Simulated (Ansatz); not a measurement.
Start from WSe₂ in the 2H-MoS2 type structure (space group P6_3/mmc, No. 194; a = 3.231 Å, c = 12.411 Å; layered, stacked along the Cartesian z axis).

Modification: cell and atoms relaxed at a pressure of 3 GPa.

Levels (all Ansatz, a quantum-chemistry and plane-wave program, PAW): PBEsol-D3(BJ) (420 eV, spin-orbit coupling left out); r2SCAN (500 eV, spin-orbit coupling left out); HSE06 (420 eV, no SOC).

One geometry, relaxed with PBEsol-D3(BJ), under each level:

| level | band gap | lowest conduction level above the VBM at special points |
|---|---|---|
| PBEsol-D3(BJ) | 0.54 eV | K 1.16 eV; H 1.47 eV; M 2.11 eV; L 2.30 eV |
| r2SCAN | (withheld) | (withheld) |
| HSE06 | 0.98 eV | K 1.70 eV; H 1.92 eV; M 2.72 eV; Γ 3.17 eV |

Problem. Give the withheld r2SCAN results.

Solution. 
- r2SCAN, band gap: 0.69 eV
- r2SCAN, lowest conduction level above the VBM at special points: K 1.37 eV; H 1.57 eV; M 2.31 eV; L 2.42 eV

Single points use the geometry relaxed with PBEsol-D3(BJ). Their cutoffs differ, which shifts pressures a little. HSE06 gaps are upper bounds (no full band path). Spin-orbit coupling, missing from the scalar runs, can matter with W. Load acts through the strain it causes; cell and atoms are relaxed under it. Whether these cells are dynamically stable was not tested.
